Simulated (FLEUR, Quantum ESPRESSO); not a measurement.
A FLEUR input for a self-consistent single point of LiZn2CrO4 (I4/mmm, 8 atoms in the cell) (DFT, PBEsol, all-electron FLAPW (FLEUR), scalar-relativistic valence):

Input of the input generator:

```
LiZn2CrO4
&input film=f /
-3.9443875454 3.9443875454 8.3842801780
3.9443875454 -3.9443875454 8.3842801780
3.9443875454 3.9443875454 -8.3842801780
1.0
1.0 1.0 1.0

8
3 0.0000000000 0.0000000000 0.0000000000 : 0.00
30 0.2500000000 0.7500000000 0.5000000000 : 0.00
30 0.7500000000 0.2500000000 0.5000000000 : 0.00
24 0.5000000000 0.5000000000 0.0000000000 : 3.00
8 0.0000000000 0.5000000000 0.5000000000 : 0.00
8 0.5000000000 0.0000000000 0.5000000000 : 0.00
8 0.2737600000 0.2737600000 0.0000000000 : 0.00
8 0.7262400000 0.7262400000 0.0000000000 : 0.00

&comp jspins=2 /
&exco xctyp='PBEs' /
&kpt div1=5 div2=5 div3=5 /
&end /
```

```xml
<?xml version="1.0" encoding="UTF-8" standalone="no"?>
<fleurInput fleurInputVersion="0.39">
   <comment>
      LiZn2CrO4                                                                                           
   </comment>
   <calculationSetup>
      <cutoffs Kmax="4.8" Gmax="14.4" GmaxXC="14.4" numbands="0"/>
      <scfLoop itmax="100" minDistance="0.00001" maxIterBroyd="15" imix="Anderson" alpha="0.05" precondParam="0.0" spinf="2.0"/>
      <coreElectrons ctail="T" frcor="F" kcrel="0" coretail_lmax="0"/>
      <xcFunctional name="PBEs" relativisticCorrections="F"/>
      <magnetism jspins="2"/>
      <soc l_soc="F" theta="0.0" phi="0.0" spav="F"/>
      <expertModes spex="0" secvar="F"/>
      <geometryOptimization l_f="T" forcealpha="1.0" forcemix="BFGS" epsdisp="0.00001" epsforce="0.00001"/>
      <ldaU l_linMix="F" mixParam="0.05" spinf="1.0"/>
   </calculationSetup>
   <cell>
      <bzIntegration valenceElectrons="63.0" mode="hist" fermiSmearingEnergy="0.00036749">
         <kPointListSelection listName="default-1"/>
         <!-- k-points included here -->
         <xi:include xmlns:xi="http://www.w3.org/2001/XInclude" href="kpts.xml"> </xi:include>
      </bzIntegration>
      <!-- symmetry operations included here -->
      <xi:include xmlns:xi="http://www.w3.org/2001/XInclude" href="sym.xml"> </xi:include>
      <bulkLattice scale="1.0">
         <bravaisMatrix>
            <row-1>   -3.9443875454000001     3.9443875454000001     8.3842801779999991</row-1>
            <row-2>    3.9443875454000001    -3.9443875454000001     8.3842801779999991</row-2>
            <row-3>    3.9443875454000001     3.9443875454000001    -8.3842801779999991</row-3>
         </bravaisMatrix>
      </bulkLattice>
   </cell>
   <atomSpecies>
      <species name="Lithium (Li)" element="Li" atomicNumber="3">
         <mtSphere radius="2.35" gridPoints="829" logIncrement="0.012"/>
         <atomicCutoffs lmax="10" lnonsphr="8"/>
         <electronConfig flipSpins="F">
            <coreConfig>(1s1/2)</coreConfig>
            <valenceConfig>(2s1/2)</valenceConfig>
            <stateOccupation state="(2s1/2)" spinUp="0.5" spinDown="0.5"/>
         </electronConfig>
         <energyParameters s="2" p="2" d="3" f="4"/>
      </species>
      <species name="Zinc (Zn)" element="Zn" atomicNumber="30">
         <mtSphere radius="2.37" gridPoints="837" logIncrement="0.015"/>
         <atomicCutoffs lmax="10" lnonsphr="8"/>
         <electronConfig flipSpins="F">
            <coreConfig>(1s1/2) (2s1/2) (2p1/2) (2p3/2) (3s1/2) (3p1/2) (3p3/2)</coreConfig>
            <valenceConfig>(4s1/2) (3d3/2) (3d5/2)</valenceConfig>
         </electronConfig>
         <energyParameters s="4" p="4" d="3" f="4"/>
         <lo type="HELO" l="2" n="4" eDeriv="0"/>
      </species>
      <species name="Chromium (3.000" element="Cr" atomicNumber="24">
         <mtSphere radius="2.21" gridPoints="781" logIncrement="0.016"/>
         <atomicCutoffs lmax="8" lnonsphr="6"/>
         <electronConfig flipSpins="F">
            <coreConfig>(1s1/2) (2s1/2) (2p1/2) (2p3/2)</coreConfig>
            <valenceConfig>(3s1/2) (3p1/2) (3p3/2) (4s1/2) (3d3/2) (3d5/2)</valenceConfig>
            <stateOccupation state="(4s1/2)" spinUp="0.5" spinDown="0.5"/>
            <stateOccupation state="(3d3/2)" spinUp="1.0" spinDown="1.0"/>
            <stateOccupation state="(3d5/2)" spinUp="3.0" spinDown="0.0"/>
         </electronConfig>
         <energyParameters s="4" p="4" d="3" f="4"/>
         <lo type="SCLO" l="0" n="3" eDeriv="0"/>
         <lo type="SCLO" l="1" n="3" eDeriv="0"/>
      </species>
      <species name="Oxygen (O)" element="O" atomicNumber="8">
         <mtSphere radius="1.25" gridPoints="443" logIncrement="0.024"/>
         <atomicCutoffs lmax="6" lnonsphr="4"/>
         <electronConfig flipSpins="F">
            <coreConfig>(1s1/2)</coreConfig>
            <valenceConfig>(2s1/2) (2p1/2) (2p3/2)</valenceConfig>
            <stateOccupation state="(2p1/2)" spinUp="0.6666666667" spinDown="0.6666666667"/>
            <stateOccupation state="(2p3/2)" spinUp="1.333333333" spinDown="1.333333333"/>
         </electronConfig>
         <energyParameters s="2" p="2" d="3" f="4"/>
      </species>
   </atomSpecies>
   <atomGroups>
      <atomGroup species="Lithium (Li)">
         <relPos label="                   1">.0000000000 .0000000000 .0000000000</relPos>
         <force calculate="T" relaxXYZ="TTT"/>
      </atomGroup>
      <atomGroup species="Zinc (Zn)">
         <relPos label="                   2">1.000/4.000 -1.000/4.000 1.000/2.000</relPos>
         <relPos label="                   3">-1.000/4.000 1.000/4.000 1.000/2.000</relPos>
         <force calculate="T" relaxXYZ="TTT"/>
      </atomGroup>
      <atomGroup species="Chromium (3.000">
         <relPos label="                   4">1.000/2.000 1.000/2.000 .0000000000</relPos>
         <force calculate="T" relaxXYZ="TTT"/>
      </atomGroup>
      <atomGroup species="Oxygen (O)">
         <relPos label="                   5">.0000000000 1.000/2.000 1.000/2.000</relPos>
         <relPos label="                   6">1.000/2.000 .0000000000 1.000/2.000</relPos>
         <force calculate="T" relaxXYZ="TTT"/>
      </atomGroup>
      <atomGroup species="Oxygen (O)">
         <relPos label="                   7">.2737600000 .2737600000 .0000000000</relPos>
         <relPos label="                   8">-.2737600000 -.2737600000 .0000000000</relPos>
         <force calculate="T" relaxXYZ="TTT"/>
      </atomGroup>
   </atomGroups>
   <output dos="F" band="F" slice="F">
      <checks vchk="F" cdinf="F"/>
      <bandDOS minEnergy="-.5*Htr" maxEnergy="0.5*Htr" sigma="0.015" storeEVData="T"/>
      <vacuumDOS vacdos="F" integ="F" star="F" nstars="0" locx1="0.0" locy1="0.0" locx2="0.0" locy2="0.0" nstm="0" tworkf="0.0"/>
      <unfoldingBand unfoldBand="F" supercellX="1" supercellY="1" supercellZ="1"/>
      <plotting iplot="0" polar="F">
         <plot TwoD="T" vec1="  1.0  0.0  0.0" vec2="  0.0  1.0  0.0" vec3="  0.0  0.0  1.0" zero="  0.0  0.0  0.0" file="plot"/>
      </plotting>
      <chargeDensitySlicing numkpt="0" minEigenval="0.0" maxEigenval="0.0" nnne="0" pallst="F"/>
      <specialOutput eonly="F"/>
      <magneticCircularDichroism mcd="F" energyLo="-10.0" energyUp="0.0"/>
   </output>
  <!-- We include the file relax.xml here to enable relaxations (see documentation) -->
  <xi:include xmlns:xi="http://www.w3.org/2001/XInclude" href="relax.xml"> <xi:fallback/> </xi:include>
</fleurInput>
```

Give the Quantum ESPRESSO input for the same structure, mesh, smearing and functional.

This is the input that was run; spellings and numerical settings could be chosen otherwise.

```fortran
&control
 calculation = 'scf'
 prefix = 'scf'
 outdir = './out'
 pseudo_dir = './'
 verbosity = 'high'
 tprnfor = .true.
 tstress = .true.
/
&system
 ibrav = 0
 nat = 8
 ntyp = 4
 ecutwfc = 95
 occupations = 'smearing'
 smearing = 'fermi-dirac'
 degauss = 0.000734986
 nspin = 2
 starting_magnetization(3) = 0.214
/
&electrons
 conv_thr = 1e-10
 mixing_beta = 0.4
/
ATOMIC_SPECIES
Li     6.9400  Li.upf
Zn    65.3800  Zn.upf
Cr    51.9961  Cr.upf
O     15.9990  O.upf
ATOMIC_POSITIONS crystal
Li    0.0000000000    0.0000000000    0.0000000000
Zn    0.2500000000    0.7500000000    0.5000000000
Zn    0.7500000000    0.2500000000    0.5000000000
Cr    0.5000000000    0.5000000000    0.0000000000
O     0.0000000000    0.5000000000    0.5000000000
O     0.5000000000    0.0000000000    0.5000000000
O     0.2737600000    0.2737600000    0.0000000000
O     0.7262400000    0.7262400000    0.0000000000
K_POINTS automatic
5 5 5  0 0 0
CELL_PARAMETERS angstrom
  -2.0872800000     2.0872800000     4.4367700000
   2.0872800000    -2.0872800000     4.4367700000
   2.0872800000     2.0872800000    -4.4367700000
```

Basis, cutoffs, solver keys and any potentials are the target program's own. This input uses DFT, PBEsol, plane waves, PseudoDojo standard norm-conserving (PBESOL) pseudopotentials.

The starting cell comes from a database of computed structures (which also holds hypothetical and non-ambient phases and stackings), without a prior relaxation at this level.
